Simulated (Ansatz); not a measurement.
What Cu → Ni does to Cu

Consider Cu in the fcc (Cu type) structure (space group Fm-3m, No. 225; a = 3.563 Å).

Perturbation: Ni takes the place of Cu on all its sites; the structure is relaxed again.

Level of theory: PBEsol/PAW in Ansatz (a quantum-chemistry and plane-wave program), spin-orbit coupling left out, earlier PAW set. Γ-centred 23×23×23 mesh, Fermi–Dirac width 0.05 eV, for the changed cell.

The volume per atom falls by 0.93 Å³ (11.31 Å³ → 10.38 Å³) and the lattice parameter a drops by 0.100 Å to 3.463 Å. The space group remains Fm-3m (No. 225) and the band gap remains zero. The magnetic state goes from not spin-polarised to ferromagnetic and the largest site moment goes from zero to 0.65 μB.

Other magnetic orders, which the real material may have, were not ruled out. Whether these cells are dynamically stable was not tested. Spin-polarised in the final run: Ni; the other runs are not.
